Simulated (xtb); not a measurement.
xtb 6.7.1, GFN2-xTB: hexamethyldisilane triplet (C[Si](C)(C)[Si](C)(C)C), charge 0, multiplicity 3, 26 atoms. The geometry is a generated start, not checked to be a minimum at this level.

```yaml
method: GFN2-xTB
"--acc": 1 (default)
"--etemp (K)": 300 (default)
detailed input (--input): "none: ANC optimiser, Lindh (1995) Hessian, microcycle=20, maxdispl=1.0, hlow=0.01 (default)"
basis_functions: 62
valence_electrons: 50
```

```xyz
26

C     -1.8494    -0.7603    -1.6396
Si    -1.1573    -0.1898     0.0516
C     -2.1116     1.3914     0.5553
C     -1.5853    -1.5480     1.3308
Si     1.1565     0.1930    -0.0513
C      1.8541     0.7552     1.6404
C      1.5896     1.5537    -1.3263
C      2.1021    -1.3916    -0.5606
H     -1.3764    -1.6815    -1.9667
H     -1.6725    -0.0132    -2.4077
H     -2.9201    -0.9399    -1.5999
H     -3.1828     1.2183     0.6099
H     -1.7893     1.7505     1.5281
H     -1.9467     2.1930    -0.1586
H     -2.6537    -1.7393     1.3774
H     -1.0966    -2.4862     1.0848
H     -1.2610    -1.2639     2.3275
H      2.9262     0.9264     1.5996
H      1.3887     1.6797     1.9690
H      1.6721     0.0085     2.4075
H      1.2455     1.2840    -2.3203
H      1.1222     2.4985    -1.0651
H      2.6605     1.7254    -1.3874
H      1.7763    -1.7472    -1.5336
H      1.9348    -2.1936     0.1521
H      3.1740    -1.2233    -0.6169
```

Charge 0 and multiplicity 3 are set for this test and not shown to be the ground state. GFN-xTB has no spin term: --uhf 2 sets the occupations alone.

The structure is relaxed from this start with --opt LEVEL for the levels crude, sloppy, loose, lax, normal, tight, vtight, extreme, once each. Up to the end of the extreme run atoms move by at most 1.2 Å along an axis.

Problem. Choose the cheapest level whose final energy lies within 1 meV of that of extreme.

Solution. lax: 32 cycles against 51, ending 0.43 meV above.

| level | cycles | energy above the extreme run (meV) | gradient norm (eV/Å) |
|---|---|---|---|
| crude | 4 | 1600 | 0.16 |
| sloppy | 5 | 1600 | 0.29 |
| loose | 23 | 11 | 0.070 |
| lax | 32 | 0.43 | 0.046 |
| normal | 34 | 0.15 | 0.022 |
| tight | 37 | 0.039 | 0.014 |
| vtight | 43 | 0.012 | 0.0063 |
| extreme | 51 | — | 0.0020 |
